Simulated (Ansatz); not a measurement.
Mg (R-3m, No. 166, 3 atoms in the cell; start mp-1094122; another form than the element's usual one) was calculated with r²SCAN (Ansatz, a first-principles code, PAW).

Numerical settings: plane-wave cutoff 560 eV, 20×20×20 k mesh, Fermi–Dirac smearing 0.05 eV, scalar-relativistic PAW data made under PBE.

Cell (relaxed at this level):

```xyz
3
Lattice="1.5886 0.9172 7.7746 -1.5886 0.9172 7.7746 0.0000 -1.8343 7.7746" Properties=species:S:1:pos:R:3 pbc="T T T"
Mg     0.0000     0.0000     0.0000
Mg     0.0000     0.0000     5.1779
Mg     0.0000     0.0000    18.1459
```

Task: Give the computed bulk modulus B0.

Result: 
- bulk modulus B0: 39.4 GPa

The run finds no gap.

Note: the bulk modulus is −V dP/dV from two relaxed cells at ±2 % in volume; the relaxation could not lower the start's symmetry, so the cell can be a saddle point above a distorted one.

A start named mp-… is a Materials Project structure, which need not be a measured phase.
